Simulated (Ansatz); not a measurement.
CsCl-type CoAl, treated with PBE in Ansatz (plane waves, PAW).

Run with plane-wave cutoff 520 eV, 20×20×20 k mesh, Fermi–Dirac smearing 0.05 eV, no spin polarisation, scalar-relativistic PAW data made under PBE.

Cell (relaxed at this level):

Space group Pm-3m (No. 221); a = b = c = 2.8520 Å, α = β = γ = 90.00°

```csv
atom,site,symmetry,x,y,z
Al,1b,m-3m,0.5000,0.5000,0.5000
Co,1a,m-3m,0.0000,0.0000,0.0000
```

**Question.** Estimate the bulk modulus B0 and pressure derivative B′ of the bulk modulus that the calculation returns.

**Answer.** 
bulk modulus B0: 179 GPa
pressure derivative B′ of the bulk modulus: 4.3

The run finds no gap.

Measured, for comparison: bulk modulus 162 GPa (room temperature, no zero-point or thermal correction; as tabulated in Yamada et al. (2019), arXiv:1910.09660). Computed (rounded) less measured: bulk modulus +10 %.

Ansatz is a quantum-chemistry and plane-wave program.
